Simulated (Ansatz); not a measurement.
Consider HfO2 (space group Pca2_1, No. 29).

```
HfO2
1.0
    5.29439     0.00000     0.00000
    0.00000     5.06979     0.00000
    0.00000     0.00000     5.10183
Hf O
4 8
Direct
  0.03259   0.26630   0.24967
  0.96741   0.73370   0.74967
  0.53259   0.73370   0.24967
  0.46741   0.26630   0.74967
  0.36542   0.06761   0.10651
  0.63458   0.93239   0.60651
  0.86542   0.93239   0.10651
  0.13458   0.06761   0.60651
  0.22922   0.53720   0.99983
  0.77078   0.46280   0.49983
  0.72922   0.46280   0.99983
  0.27078   0.53720   0.49983
```

Cartesian axes are those of the cell as printed.

Level of theory: Ansatz (a program for electronic structure) PBE, no spin-orbit coupling, earlier PAW set.

The change: compressive biaxial strain of 2.94 % in the plane normal to [001], as in epitaxy on a mismatched substrate; the out-of-plane cell vector and the atoms relax.

Estimate the effect on the energy relative to the base.

The energy increases by 28 meV/atom.

Estimate the effect on the ratio −ε⊥/ε∥.

The ratio −ε⊥/ε∥ amounts to 0.65.

No phonon test of stability was made. This is not the structure that HfO2 has at room temperature and ambient pressure.
